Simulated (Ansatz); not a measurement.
Cost and result by functional for the surface energy of the (11-22) surface of hcp Ru in its 1x1 cell, outermost plane spacing 1.15 Å in the ideal cut, in Ansatz (plane waves, PAW). Single points on the PBE structure, on one kind of machine; costs are rough ratios of the slab run's core time (references not counted) to the cheapest single point. r2SCAN's cost holds its higher cutoff (500 against 420 eV). Differences are taken against r2SCAN for comparison alone: no measured value is at hand, so the table doesn't rank accuracy.

Model: 20-atom slab, 10.3 Å thick at the start (thin: gaps and levels are the slab's own), 8x8x1 mesh, Fermi-Dirac 0.1 eV, dipole correction, all atoms relaxed; start symmetry kept, larger cells not searched; no spin, no spin-orbit, no U. These notes are the PBE run's.

```tsv
functional	relative cost	surface energy (J/m²)	less r2SCAN (J/m²)
RPBE	1	2.92	-0.50
PBEsol	1	3.63	0.21
LDA	1	3.81	0.39
r2SCAN	2	3.42	0.00
PBE (the relaxed run's value)	–	3.18	-0.24
```

The values span 0.89 J/m², while the single points' costs differ by a factor of roughly 2. Differences are of unrounded values.

Ansatz is a program for electronic structure.
